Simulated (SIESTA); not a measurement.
SIESTA run on PtS₂ (P-3m1, 3 atoms in the cell): self-consistent single point.

Level of theory: LDA PW92, numerical atomic orbitals DZP, PseudoDojo LDA standard norm-conserving potentials (rewritten from UPF to PSML) (SIESTA).

```yaml
crystal:
  lattice:
    - [3.50474, 0.00000, 0.00000]
    - [-1.75237, 3.03519, 0.00000]
    - [0.00000, 0.00000, 5.52767]
  atoms:
    - { symbol: Pt, position: [0.00000, 0.00000, 0.00000] }
    - { symbol: S, position: [0.66667, 0.33333, 0.77966] }
    - { symbol: S, position: [0.33333, 0.66667, 0.22034] }
```

Reference input (self-consistent single point, DFT, GGA PBE, numerical atomic orbitals DZP, PseudoDojo PBE standard norm-conserving potentials (rewritten from UPF to PSML)): XC.functional = GGA; XC.authors = PBE; potentials = PseudoDojo PBE standard; PAO.BasisSize = DZP; PAO.EnergyShift = 0.01 Ry; MeshCutoff = 350 Ry; kgrid.MonkhorstPack = 6 6 3; OccupationFunction = FD; ElectronicTemperature = 0.05 eV; MaxSCFIterations = 150; SCF.Mixer.Method = Pulay; SCF.Mixer.Weight = 0.1. This run's input differs from it in these lines:

```diff
@@ -1,2 +1,2 @@
-# files in the folder: Pt.psml S.psml (PseudoDojo PBE standard)
+# files in the folder: Pt.psml S.psml (PseudoDojo LDA standard)
 SystemName  PtS2
@@ -23,4 +23,4 @@
 
-XC.functional                GGA
-XC.authors                   PBE
+XC.functional                LDA
+XC.authors                   PW92
 PAO.BasisSize                DZP
```

Output, abridged:

```
        iscf     Eharris(eV)        E_KS(eV)     FreeEng(eV)     dDmax    Ef(eV) dHmax(eV)
   scf:    1    -4083.941245    -4135.367982    -4135.367982  0.800720 -1.303120 28.969433
   scf:    2    -4161.942540    -4150.347189    -4150.347189  0.268275 -2.209710 16.517272
   scf:    3    -4158.340485    -4156.988421    -4156.988422  0.363450 -3.196320  0.744001
   scf:    4    -4157.142427    -4157.077472    -4157.077472  0.056361 -3.316187  0.678393
   scf:    5    -4157.085115    -4157.091082    -4157.091083  0.059539 -3.481112  0.382406
   [... 3 lines left out ...]
   scf:    9    -4157.099687    -4157.099696    -4157.099696  0.000286 -3.490589  0.010313
   scf:   10    -4157.099705    -4157.099702    -4157.099703  0.000557 -3.491313  0.000333
   scf:   11    -4157.099702    -4157.099702    -4157.099703  0.000011 -3.491312  0.000175
   scf:   12    -4157.099702    -4157.099702    -4157.099703  0.000005 -3.491312  0.000010
SCF Convergence by DM+H criterion
max |DM_out - DM_in|         :     0.0000046656
max |H_out - H_in|      (eV) :     0.0000096234
SCF cycle converged after 12 iterations

Using DM_out to compute the final energy and forces

siesta: E_KS(eV) =            -4157.0997

siesta: E_KS - E_eggbox =     -4157.0997

siesta: Atomic forces (eV/Ang):
     1   -0.000000   -0.000000   -0.000000
     2   -0.000021    0.000011   -0.542941
     3    0.000021   -0.000011    0.542941
   Tot    0.000000   -0.000000   -0.000000
   Max    0.542941
   Res    0.255945    sqrt( Sum f_i^2 / 3N )
   Max    0.542941    constrained

Stress tensor Voigt[x,y,z,yz,xz,xy] (kbar):      -20.74      -20.74        3.53        0.00       -0.00        0.00
(Free)E + p*V (eV/cell)    -4156.6355
Target enthalpy (eV/cell)    -4157.0997

   [... lines left out ...]
siesta: FreeEng =     -4157.099703
siesta: Cell volume =         58.800766 Ang**3
siesta:          12.64878264         27.89539493  kBar
   [... lines left out ...]
              0.050   0.046   0.042   0.046   0.050
   3  5.940   1.580   0.136   1.116   1.494   1.116   0.141  -0.019   0.141
              0.050   0.046   0.042   0.046   0.050

mulliken: Qtot =       30.000

Mulliken Atomic Populations:
Atom #   charge [q] valence [e]  Species
     1    -0.119144   18.119144  Pt
     2     0.059572    5.940428  S
     3     0.059572    5.940428  S
 Total     0.000000
```

The run converged in 12 iterations. Against the reference run the pressure goes from 8.84 to 1.26 GPa, the largest force goes from 1.052 to 0.543 eV/Å and the gap on the mesh goes from 1.352 to 1.248 eV.

The starting cell comes from a database of computed structures (which also holds hypothetical and non-ambient phases and stackings), without a prior relaxation at this level. Its lattice was rescaled by a random factor within 2.5 % of one. Spin-orbit coupling is off. Values carry the incompleteness of an atom-centred basis.
